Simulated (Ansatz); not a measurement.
The structure below was relaxed with PBEsol (Ansatz, a program for electronic structure, PAW, no SOC), at pressure −2 GPa.

Space group Fm-3m (No. 225); a = 5.510 Å, b = 5.510 Å, c = 5.510 Å, α = 90.00°, β = 90.00°, γ = 90.00°

| atom | site | symmetry | x | y | z |
|---|---|---|---|---|---|
| Se | 4a | m-3m | 0.0000 | 0.0000 | 0.0000 |
| Mg | 4b | m-3m | 0.5000 | 0.5000 | 0.5000 |

Write out a cell with all atoms.


```cif
data_Mg4Se4
_chemical_formula_sum 'Se4 Mg4'
_space_group_name_H-M_alt 'P 1'
_space_group_IT_number 1
_cell_length_a 5.51018
_cell_length_b 5.51018
_cell_length_c 5.51018
_cell_angle_alpha 90.000
_cell_angle_beta 90.000
_cell_angle_gamma 90.000
loop_
_space_group_symop_operation_xyz
  'x, y, z'
loop_
_atom_site_label
_atom_site_type_symbol
_atom_site_fract_x
_atom_site_fract_y
_atom_site_fract_z
_atom_site_occupancy
Se1 Se 0.00000 0.00000 0.00000 1
Mg1 Mg 0.50000 0.00000 0.00000 1
Se2 Se 0.00000 0.50000 0.50000 1
Mg2 Mg 0.50000 0.50000 0.50000 1
Se3 Se 0.50000 0.00000 0.50000 1
Mg3 Mg 0.00000 0.00000 0.50000 1
Se4 Se 0.50000 0.50000 0.00000 1
Mg4 Mg 0.00000 0.50000 0.00000 1
```
This is the conventional cell.

Load acts through the strain it causes; cell and atoms are relaxed under it. Whether these cells are dynamically stable was not tested. The cell was made from MgSe in the rock salt structure (space group Fm-3m, No. 225) by this change: pressure −2 GPa.
